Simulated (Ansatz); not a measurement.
The parent structure is BaHCl (space group P4/nmm, No. 129; a = 4.400 Å, c = 7.237 Å).

The values are results of r2SCAN in Ansatz (plane waves to 500 eV, PAW, no spin-orbit coupling), not measurements.

Base values:

```
Property            Value
---------------  --------
Volume per atom  23.35 Å³
c/a ratio           1.645
```

The change: hydrostatic tension (pressure −1 GPa).

Q: What does the calculation give for the mean gap deformation potential ΔEg/Δln V, volume per atom and c/a ratio after the change?

A: The mean gap deformation potential ΔEg/Δln V comes out as +3.1 eV; the volume per atom rises by 0.71 Å³ to 24.06 Å³; the c/a ratio rises by 0.007 (1.645 → 1.652).

Load acts through the strain it causes; cell and atoms are relaxed under it. Gaps are Kohn–Sham eigenvalue differences; semilocal functionals usually give less than the measured gap. Stability against distortions was not tested.

Ansatz is a first-principles code.
